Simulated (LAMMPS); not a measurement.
MD of Cu (fcc) with 50 % of Cu sites Zr at zero pressure over temperature, 2048 atoms; each row names its start.

Model: classical MD, pair style eam/fs, file CuZr_mm.eam.fs; code LAMMPS.

```tsv
T (K), start	state	volume	enthalpy	first peak of g(r), Cu-Zr	coordination number of Cu by Zr	D(Cu)	D(Zr)
300, crystal	solid that has left the starting structure; no diffusion seen in 30 ps	18.044 ± 0.002 Å³/atom	-4.7639 ± 0.0007 eV/atom	2.83 Å, height 4.9	6.80 (counted to 3.82 Å)	-	-
1220, crystal	liquid	18.532 ± 0.005 Å³/atom	-4.491 ± 0.002 eV/atom	2.81 Å, height 3.7	7.17 (counted to 3.90 Å)	(6.5 ± 0.4) × 10^-6 cm²/s	(4.5 ± 0.3) × 10^-6 cm²/s
1660, melt	liquid	18.938 ± 0.002 Å³/atom	-4.3254 ± 0.0009 eV/atom	2.80 Å, height 3.0	6.89 (counted to 3.86 Å)	(2.77 ± 0.04) × 10^-5 cm²/s	(2.08 ± 0.09) × 10^-5 cm²/s
2000, melt	liquid	19.282 ± 0.003 Å³/atom	-4.2023 ± 0.0007 eV/atom	2.79 Å, height 2.8	6.88 (counted to 3.94 Å)	(5.9 ± 0.1) × 10^-5 cm²/s	(4.6 ± 0.1) × 10^-5 cm²/s
2440, melt	liquid	19.773 ± 0.002 Å³/atom	-4.0520 ± 0.0004 eV/atom	2.77 Å, height 2.5	6.75 (counted to 3.98 Å)	(1.01 ± 0.02) × 10^-4 cm²/s	(7.7 ± 0.2) × 10^-5 cm²/s
```

Caution (row 300, crystal): the random arrangement on this lattice is imposed, and need not be a phase that exists in equilibrium.

Caution (rows 1220, crystal; 1660, melt; 2000, melt; 2440, melt): a run this short can hold a crystal over, or a liquid under, the potential's own melting point, which these runs don't give.

States go by the mean squared displacement: a species diffuses where it passes 1.5 Å², still rises and gives D over 1e-6 cm²/s; a crystal has left its structure where atoms lie 0.35 Å off their sites on average or a cubic box changes its shape by 3 %, or the axial ratios of another lie 8 % off the starting cell's, which the potential's own relaxation can also do.

Errors of D are the spread over four groups of atoms in one short run; a floor of about 5 %, a picked value, is safer.

Uncertainties are statistical and leave out the potential's own error.
